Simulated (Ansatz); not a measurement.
CsCl-type CuZn, treated with PBE in Ansatz (plane waves, PAW).

Run with plane-wave cutoff 520 eV, 18×18×18 k mesh, Fermi–Dirac smearing 0.05 eV, no spin polarisation, scalar-relativistic PAW data made under PBE.

A third-order Birch–Murnaghan fit to the energies gives V0 = 13.021 Å³/atom, B0 = 115 GPa, B′ = 5.0.

| V (Å³/atom) | P (GPa) |
|---|---|
| 12.241 | 8.26 |
| 12.502 | (withheld) |
| 12.762 | (withheld) |
| 13.023 | -0.01 |
| 13.283 | (withheld) |
| 13.544 | -4.08 |
| 13.804 | -5.78 |

Question: Estimate the withheld pressures from this fit; the answers are the runs' own values.

Answer: 
- 12.502, P (GPa): 5.17
- 12.762, P (GPa): 2.42
- 13.283, P (GPa): -2.17

The formula P = (3/2) B0 (x^(7/3) − x^(5/3)) [1 + (3/4)(B′ − 4)(x^(2/3) − 1)] with x = V0/V meets the computed pressures within 0.04 GPa when these rounded values are put in.

Measured, for comparison: bulk modulus 116 GPa (temperature not stated, no zero-point or thermal correction; as tabulated in Nepal et al. (2020), arXiv:2007.11150); equilibrium volume per atom 12.93 Å³/atom (temperature not stated, no zero-point or thermal correction; as tabulated in First-Principles Study on the Electrical and Thermal Conductivities of Cu–Zn …). Computed (rounded) less measured: bulk modulus -0.9 %, equilibrium volume per atom +0.7 %.

The result took roughly 80 core-seconds.

Ansatz is a first-principles code.
